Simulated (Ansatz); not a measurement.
The starting structures come from a database of crystals and need not be the phases stable at ambient conditions.

 Where the default PAW files enter, the runs use the earlier of Ansatz's two default sets.

```yaml
crystal:
  lattice:
    - [6.19687, 0.00000, 0.00000]
    - [-3.09844, 5.36665, 0.00000]
    - [3.09844, 1.78888, 5.05973]
  atoms:
    - { symbol: Sn, position: [0.00000, 0.50000, 0.50000] }
    - { symbol: Sn, position: [0.00000, 0.00000, 0.00000] }
    - { symbol: F, position: [0.00000, 0.72858, 0.72858] }
    - { symbol: F, position: [0.00000, 0.27142, 0.27142] }
    - { symbol: F, position: [0.00000, 0.72858, 0.27142] }
    - { symbol: F, position: [0.00000, 0.27142, 0.72858] }
    - { symbol: F, position: [0.54283, 0.27142, 0.72858] }
    - { symbol: F, position: [0.45717, 0.72858, 0.27142] }
```

Space group of this cell: Fm-3m. The cell was relaxed by PBE-D3(BJ); by r2SCAN its mean pressure is -2.0 GPa.

Transport runs along the normal of the first two printed cell vectors, the (111) plane of the conventional cell.

The gap is the functional's own. No spin-orbit coupling. Mid-gap values are interpolated on the energy grid.

Question: Give the band gap and the smallest decay constant κ at mid-gap that r2SCAN run with Ansatz (a program for electronic structure) yields.

Answer: Gap 3.17 eV on a 8×8×8 mesh; κ = 0.281 1/Å, at the zone centre.
